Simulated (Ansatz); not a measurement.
RbGeBr$_{3}$ (space group P2_1/m, No. 11; a cell from a computed database, its experimental status unchecked)

```
RbGeBr3
1.0
    6.00483     0.00000     0.00000
    0.00000     7.53451     0.00000
   -2.38559     0.00000     7.56882
Rb Ge Br
2 2 6
Direct
  0.31243   0.75000   0.68530
  0.68757   0.25000   0.31470
  0.03800   0.75000   0.08331
  0.96200   0.25000   0.91669
  0.64207   0.75000   0.11967
  0.35793   0.25000   0.88033
  0.81952   0.50213   0.70053
  0.18048   0.49787   0.29947
  0.18048   0.00213   0.29947
  0.81952   0.99787   0.70053
```

Computed with PBEsol (Ansatz, a program for electronic structure; PAW; 420 eV plane waves; no spin-orbit coupling). Γ-centred 6×5×5 mesh, Fermi–Dirac width 0.05 eV.

| Quantity | Result |
|---|---|
| Volume per atom | 34.24 Å³ |
| Density | 3.86 g/cm³ |
| Band gap | 2.92 eV, indirect, C₂–Y₂ (33 % along) → Y₂ |
| Total energy | -3137.035 eV/atom (σ→0; compares only within this code and set-up) |

Stability against distortions was not tested.
